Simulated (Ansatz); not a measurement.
# Rock-salt BeSe (model structure)

Method: HSE06 in Ansatz (plane waves, PAW).

Settings: plane-wave cutoff 500 eV, 10×10×10 k mesh, Fermi–Dirac smearing 0.05 eV, scalar-relativistic PAW data made under PBE.

Cell (relaxed at this level):

```xyz
2
Lattice="0.0000 2.4448 2.4448 2.4448 0.0000 2.4448 2.4448 2.4448 0.0000" Properties=species:S:1:pos:R:3 pbc="T T T"
Be     0.0000     0.0000     0.0000
Se     2.4448     2.4448     2.4448
```

```json
{
 "band_gap": "0.65 eV (on the SCF k mesh)"
}
```

Note: exact exchange on metals is sensitive to the k mesh and can open a false gap; the relaxation could raise the start's symmetry but not lower it, so the cell can be a saddle point.

Spin–orbit coupling is not included.

Computed values are for the static lattice.

A model structure was made by putting elements into a prototype or built by hand; it is no filed structure, need not be a known phase, and can be a saddle point held by its symmetry.

Ansatz is an electronic-structure program.
